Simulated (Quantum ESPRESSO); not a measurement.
# How a calculation on MgSi (P2_1/m, 12 atoms in the cell) responds to its settings

```yaml
crystal:
  lattice:
    - [5.38051, 0.00000, 0.00000]
    - [0.00000, 4.26377, 0.00000]
    - [-0.12237, 0.00000, 9.40267]
  atoms:
    - { symbol: Mg, position: [0.34241, 0.75000, 0.56827] }
    - { symbol: Mg, position: [0.65759, 0.25000, 0.43173] }
    - { symbol: Mg, position: [0.10594, 0.75000, 0.87941] }
    - { symbol: Mg, position: [0.89406, 0.25000, 0.12059] }
    - { symbol: Mg, position: [0.41048, 0.75000, 0.23683] }
    - { symbol: Mg, position: [0.58952, 0.25000, 0.76317] }
    - { symbol: Si, position: [0.16137, 0.25000, 0.40293] }
    - { symbol: Si, position: [0.83863, 0.75000, 0.59707] }
    - { symbol: Si, position: [0.61088, 0.75000, 0.95839] }
    - { symbol: Si, position: [0.38912, 0.25000, 0.04161] }
    - { symbol: Si, position: [0.07417, 0.25000, 0.66362] }
    - { symbol: Si, position: [0.92583, 0.75000, 0.33638] }
```

Base run A: LDA (PZ), GBRV 1.5 ultrasoft (LDA) pseudopotentials run with Quantum ESPRESSO 7.5, self-consistent single point.

Its settings: ecutwfc = 40 Ry; ecutrho = 200 Ry; occupations = smearing; smearing = cold; degauss = 0.0036749 Ry; potentials = {Mg: mg_lda_v1.4.uspp.F.UPF, Si: si_lda_v1.uspp.F.UPF}; K_POINTS = automatic 4 4 2 0 0 0; conv_thr = 1e-08 Ry.

The starting cell comes from a database of computed structures (which also holds hypothetical and non-ambient phases and stackings), without a prior relaxation at this level. Its lattice was rescaled by a random factor within 2.5 % of one. Without a gap this mesh is coarse (it stands for a supercell whose shortest vector is 17 Å).

ΔF is the free energy per atom less that of run A. 

| run | degauss, K_POINTS | ΔF (meV/atom) | pressure (GPa) | largest force (eV/Å) | TS (meV/atom) | k-points |
|---|---|---|---|---|---|---|
| A | 0.0036749 Ry, automatic 4 4 2 0 0 0 | 0.00 | -0.82 | 0.535 | 0.3 | 18 |
| B | 0.002205 Ry, automatic 3 4 2 0 0 0 | 1.36 | -0.78 | 0.667 | 0.3 | 12 |
| C | 0.0073499 Ry, automatic 3 4 2 0 0 0 | 0.57 | -0.81 | 0.674 | 1.0 | 12 |
| D | 0.02205 Ry, automatic 3 4 2 0 0 0 | 0.78 | -0.84 | 0.701 | -0.1 | 12 |
| E | 0.002205 Ry, automatic 4 4 2 0 0 0 | 0.07 | -0.82 | 0.530 | 0.1 | 18 |
| F | 0.0073499 Ry, automatic 4 4 2 0 0 0 | -0.40 | -0.83 | 0.548 | 0.9 | 18 |
| G | 0.02205 Ry, automatic 4 4 2 0 0 0 | -1.47 | -0.83 | 0.550 | 0.3 | 18 |
| H | 0.002205 Ry, automatic 4 5 2 0 0 0 | 11.6 | -0.81 | 0.152 | -0.1 | 18 |
| I | 0.0073499 Ry, automatic 4 5 2 0 0 0 | 11.5 | -0.80 | 0.145 | 0.4 | 18 |
| J | 0.02205 Ry, automatic 4 5 2 0 0 0 | 10.0 | -0.78 | 0.159 | 3.8 | 18 |
| K | 0.002205 Ry, automatic 4 5 3 0 0 0 | 7.9 | -0.93 | 0.136 | 0.1 | 21 |
| L | 0.0073499 Ry, automatic 4 5 3 0 0 0 | 7.6 | -0.92 | 0.133 | 0.6 | 21 |
| M | 0.02205 Ry, automatic 4 5 3 0 0 0 | 6.5 | -0.85 | 0.147 | 1.4 | 21 |

Run F against A: The free energy hardly moves (within 1 meV/atom), the pressure hardly changes (-0.82 to -0.83 GPa) and the largest force goes from 0.535 to 0.548 eV/Å.

Run I against A: The free energy goes up by 11.5 meV/atom, the pressure stays near -0.80 GPa while the yy stress (positive for compression) goes from -1.76 to 0.11 GPa and the largest force goes from 0.535 to 0.145 eV/Å.
